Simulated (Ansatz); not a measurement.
**NH2 on the 1x1 (111) surface of fcc Ni, ferromagnetic, one in a 2x2 cell, started at the site 'bridge Ni-Ni (span 2.5 Å)'**

All values below come from PBE (plane waves to 420 eV, PAW; Ansatz, a first-principles code).

Set-up: 19 atoms, 6.0 Å thick at the start under the adsorbate (thin: gaps and levels are the slab's own); mesh 7x7x1; 0.1 eV smearing; dipole correction on; 8 atoms held, the rest relaxed; symmetry of the start imposed; spin-polarised, no spin-orbit, no U, no dispersion correction. At the end it is bonded to 2 Ni. In PBE it is, or lies within 0.03 eV of, the lowest of the starts that converged.

```
Item                                                                                                                      Result
--------------------------------------------------------------------------------------  ----------------------------------------
adsorption energy against NH3(g) − ½ H2(g)                                                                             -0.073 eV
work function of the top face                                                                                            3.29 eV
change of the work function                                                                                             -1.79 eV
change of the step from the bottom to the top vacuum level, against the clean slab                                      -1.78 eV
energy released by relaxation                                                                                            0.32 eV
height of the binding atom over the mean of the host atoms within 0.3 Å of the top one                                   1.584 Å
magnetic moment of the cell                                                                                             10.36 μB
nearest host atoms of the binding atom                                                  Ni at 1.93 Å, Ni at 1.93 Å, Ni at 2.73 Å
largest move of a host atom                                                                                               0.14 Å
cost                                                                                              around 40 core-minutes (rough)
```

A negative adsorption energy means that the adsorbate is more stable on the surface than in its reference.
